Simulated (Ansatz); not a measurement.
Consider TiAl (space group P4/mmm, No. 123; a = 2.824 Å, c = 4.071 Å).

All numbers come from PBE/PAW in Ansatz (an electronic-structure program), without spin-orbit coupling, earlier PAW set.

Before the change:

| Property | Value |
|---|---|
| c/a ratio | 1.441 |
| Volume per atom | 16.23 Å³ |

The change: a hydrostatic pressure of 0.9 GPa.

Q: Predict the new c/a ratio.

A: The c/a ratio stays 1.441.

Q: What happens to the volume per atom?

A: The volume per atom shrinks by 0.125 Å³, from 16.23 Å³ to 16.11 Å³.

Load acts through the strain it causes; cell and atoms are relaxed under it. No phonon test of stability was made. All final runs are without spin polarisation.
